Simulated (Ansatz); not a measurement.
The parent structure is ZnS in the zinc blende structure (space group F-43m, No. 216).

```
ZnS
1.0
    0.00000     2.67833     2.67833
    2.67833     0.00000     2.67833
    2.67833     2.67833     0.00000
S Zn
1 1
Direct
  0.75000   0.75000   0.75000
  0.00000   0.00000   0.00000
```

Calculations: Ansatz (a program for electronic structure) PBEsol, no spin-orbit coupling.

One change was made to it. Results:

```json
[
 {"quantity": "lattice parameter a", "base": "5.357 Å", "after": "5.193 Å"},
 {"quantity": "band gap", "base": "2.09 eV", "after": "2.49 eV"},
 {"quantity": "hole mass (degenerate bands, along [100])", "base": "0.18, 0.68, 0.68 mₑ (at Γ)", "after": "0.20, 0.59, 0.59 mₑ (at Γ)"},
 {"quantity": "electron mass", "base": "0.17 mₑ (at Γ)", "after": "0.19 mₑ (at Γ)"}
]
```

Q: What was done to the base?
A. pressure 0.9 GPa
B. pressure 9 GPa
C. pressure −2 GPa

A: B, pressure 9 GPa. For comparison, the band gap in the other runs: pressure 0.9 GPa gives 2.13 eV; pressure −2 GPa gives 1.97 eV.

Load acts through the strain it causes; cell and atoms are relaxed under it. Effective masses come from finite differences of ±0.01 Å⁻¹. No phonon test of stability was made. Tetrahedral semiconductors of this kind turn to denser phases somewhere between about 1 and 50 GPa; those were not computed, so compressed cells here can lie past the real transition.
